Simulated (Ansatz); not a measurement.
# rock-salt TaC (0 0 1) on antifluorite Mg2Si (0 0 1) (film strained to the substrate, started from cuts of the bulks and a machine-learned relaxation; slabs Mg10Si6 and C12Ta12, which can lie off the formulas)

A periodic stack without vacuum, rock-salt TaC (0 0 1) on antifluorite Mg2Si (0 0 1) (film strained to the substrate, started from cuts of the bulks and a machine-learned relaxation; slabs Mg10Si6 and C12Ta12, which can lie off the formulas): substrate slab Mg10Si6, film C12Ta12, surface cells [[1, 0], [1, 1]] and [[0, -1], [2, 1]], film strained by +0.5 and +0.5 %, outermost planes Si/Si and CTa/CTa as cut, which need not be the usual terminations and can put a slab off its formula.

The start was prepared with a machine-learned potential, and the result is one local minimum, with the in-plane cell held and forces under 0.04 eV/Å; the film can end far from its bulk form.

Computed with PBE (plane waves to 420 eV, PAW; Ansatz, a first-principles code). Scalar-relativistic, without spin–orbit coupling; the runs are not spin-polarised; PBE gaps are too small against experiment. Its k-point mesh 6×6×1, Fermi–Dirac width 0.05 eV.

| Property | Value |
|---|---|
| interface area | 20.2 Å² |
| period | 30.47 Å |
| heights between the nearest atoms of the two slabs at the two interfaces | 1.78 and 1.77 Å |
| Si–Ta contacts across the interfaces within 1.22 times the sum of covalent radii | 8, mean 2.96 Å |
| Mg–Ta contacts across the interfaces within 1.22 times the sum of covalent radii | 4, mean 3.39 Å |
| C–Si contacts across the interfaces within 1.22 times the sum of covalent radii | 2, mean 1.90 Å |

```
CELL_PARAMETERS angstrom
      4.49820     0.00214     0.10852
      0.00061     4.49847    -0.10706
      1.49997     0.73795    30.51002
ATOMIC_POSITIONS crystal
  Mg 0.45902 0.85430 0.07895
  Mg 0.95961 0.35369 0.07888
  Mg 0.35682 0.85183 0.28723
  Mg 0.85664 0.35170 0.28721
  Mg 0.90808 0.35263 0.18303
  Mg 0.40785 0.85246 0.18305
  Mg 0.25414 0.85188 0.49565
  Mg 0.75233 0.35190 0.49560
  Mg 0.80456 0.35155 0.39142
  Mg 0.30447 0.85160 0.39144
  Si 0.93323 0.85315 0.13030
  Si 0.48339 0.35472 0.03075
  Si 0.83029 0.85167 0.33943
  Si 0.38246 0.35224 0.23499
  Si 0.72970 0.85243 0.54380
  Si 0.27786 0.35196 0.44417
  C  0.65443 0.35579 0.67679
  C  0.15420 0.85564 0.67690
  C  0.19198 0.35550 0.60209
  C  0.68970 0.85556 0.60606
  C  0.58109 0.35531 0.82367
  C  0.08121 0.85545 0.82341
  C  0.11685 0.35576 0.75117
  C  0.61678 0.85579 0.75092
  C  0.50946 0.35493 0.96850
  C  0.00765 0.85499 0.97251
  C  0.04445 0.35516 0.89772
  C  0.54456 0.85523 0.89778
  Ta 0.15361 0.35569 0.67811
  Ta 0.65329 0.85560 0.67866
  Ta 0.68915 0.35544 0.60689
  Ta 0.18935 0.85573 0.60705
  Ta 0.08047 0.35547 0.82449
  Ta 0.58094 0.85535 0.82385
  Ta 0.61717 0.35583 0.75079
  Ta 0.11737 0.85574 0.75007
  Ta 0.01003 0.35491 0.96757
  Ta 0.50971 0.85488 0.96768
  Ta 0.54557 0.35503 0.89593
  Ta 0.04539 0.85518 0.89646
```
